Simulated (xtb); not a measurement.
xtb 6.7.1, GFN2-xTB: [CH3][Al]([CH3])[O][Al]([OH])[OH], 15 atoms. The geometry is a generated start, not checked to be a minimum at this level.

```json
{
 "run_flags": "--grad",
 "method": "GFN2-xTB",
 "--acc": "1 (default)",
 "--etemp (K)": "300 (default)",
 "basis_functions": "48",
 "valence_electrons": "40"
}
```

```xyz
15

Al    -0.8666    -0.3214     0.0353
C     -1.1657    -2.2659    -0.3044
C     -2.2167     1.0706     0.5119
O      0.7201     0.2157    -0.1061
Al     2.3019     0.8042    -0.1543
O      2.6646     2.3576     0.2839
O      3.5815    -0.1181    -0.6377
H     -2.1058    -2.6141     0.1266
H     -0.3599    -2.8798     0.1095
H     -1.2081    -2.4913    -1.3731
H     -3.0922     0.6456     1.0022
H     -1.7958     1.8289     1.1779
H     -2.5815     1.6003    -0.3718
H      2.2622     3.1389     0.6337
H      3.8619    -0.9711    -0.9336
```

One run each on 1 thread. Values of broydamp tried: 0.02, 0.05, 0.1, 0.2, 0.4 (default), 0.6, 0.8, 1.

### Question
Predict the course of the SCC iterations along this series.

### Answer
Fewest SCC iterations, within one of each other: 0.4 (default) with 13, 0.6 with 14, 0.8 with 14, 1 with 14. The count rises to 22 at 0.02. All converge to one solution.

```csv
broydamp,SCC iterations,end
0.02,22,same solution
0.05,20,same solution
0.1,17,same solution
0.2,15,same solution
0.4 (default),13,same solution
0.6,14,same solution
0.8,14,same solution
1,14,same solution
```
